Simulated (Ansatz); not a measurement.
## Ga₂O₃ (space group C2/m, No. 12)

```cif
data_Ga8O12
_chemical_formula_sum 'Ga8 O12'
_space_group_name_H-M_alt 'C2/m'
_space_group_IT_number 12
_space_group_name_Hall '-C 2y'
_cell_length_a 12.45524
_cell_length_b 3.08345
_cell_length_c 5.87761
_cell_angle_alpha 90.000
_cell_angle_beta 103.703
_cell_angle_gamma 90.000
loop_
_atom_site_label
_atom_site_type_symbol
_atom_site_symmetry_multiplicity
_atom_site_Wyckoff_symbol
_atom_site_fract_x
_atom_site_fract_y
_atom_site_fract_z
_atom_site_occupancy
Ga1 Ga 4 i 0.08991 0.00000 0.79470 1
Ga2 Ga 4 i 0.15850 0.50000 0.31416 1
O1 O 4 i 0.16349 0.00000 0.10919 1
O2 O 4 i 0.17371 0.00000 0.56436 1
O3 O 4 i 0.49603 0.00000 0.25671 1
```
(The calculation used a cell of 10 atoms; values per cell refer to that cell.)

All numbers come from DFT with PBE, PAW potentials and a 420 eV plane-wave cutoff in Ansatz (a quantum-chemistry and plane-wave program), scalar-relativistic without spin-orbit coupling. k-mesh 11×11×6 (Γ-centred); smearing 0.05 eV (Fermi–Dirac).

```yaml
volume_per_atom: 10.97 Å³
density: 5.68 g/cm³
band_gap: 2.01 eV, indirect, k = (0.455, -0.455, -1/2) in the run's primitive reciprocal basis → Γ
Lowest conduction-band minima above the VBM: Γ 2.01 eV
total_energy: -1854.012 eV/atom (σ→0; compares only within this code and set-up)
```

No phonon test of stability was made.
